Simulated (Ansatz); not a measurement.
# Effect of biaxial strain +0.60 %, plane normal [001], relaxed out of plane on SiC

The parent structure is SiC in the wurtzite structure (space group P6_3mc, No. 186; a = 3.056 Å, c = 5.016 Å). Axes: x lies along a and z along c of the hexagonal cell.

Now apply this change: biaxial strain +0.60 %, plane normal [001], relaxed out of plane (Cartesian); in-plane vectors clamped, the third vector and the atoms free.

Calculations: LDA/PAW in Ansatz (an electronic-structure program), no spin-orbit coupling. k-mesh 12×12×7 (Γ-centred); smearing 0.05 eV (Fermi–Dirac).

The volume per atom increases by 0.11 Å³, from 10.14 Å³ to 10.25 Å³ and the space group is still P6_3mc (No. 186). The shortest interatomic distance goes up by 0.84 pm to 188.0 pm and the pressure (mean of the normal stresses, compression positive) goes from zero to -24.4 kbar. The band gap grows by 0.07 eV (2.13 eV → 2.20 eV) and the gap character is still indirect, Γ → K. The width of the top valence band shrinks by 0.068 eV to 3.89 eV and the electron mass goes from 0.26 mₑ along c, 0.43 mₑ across (at K) to 0.26 mₑ out of plane, 0.43 mₑ in plane (at K). The valence-band top at Γ (three highest levels, from the VBM) becomes 0.00, 0.00, -0.04 eV (base: 0.00, 0.00, -0.11 eV) and the out-of-plane strain is -0.12 %. The mean in-plane stress (compression positive) comes out as -3.7 GPa.

Final structure (turned so that z lies along the plane normal):

```xyz
4
Lattice="3.0747 0.0000 0.0000 1.5374 2.6628 0.0000 0.0000 0.0000 5.0096" Properties=species:S:1:pos:R:3 pbc="T T T"
Si     1.5374     0.8876     5.0056
Si     3.0747     1.7752     2.5008
C      1.5374     0.8876     1.8826
C      3.0747     1.7752     4.3874
```

Cost of the whole job for the changed cell (relaxation, final SCF and bands): very roughly 12 core-seconds.

Masses are band curvatures over ±0.01 Å⁻¹ around the edge. Whether these cells are dynamically stable was not tested.
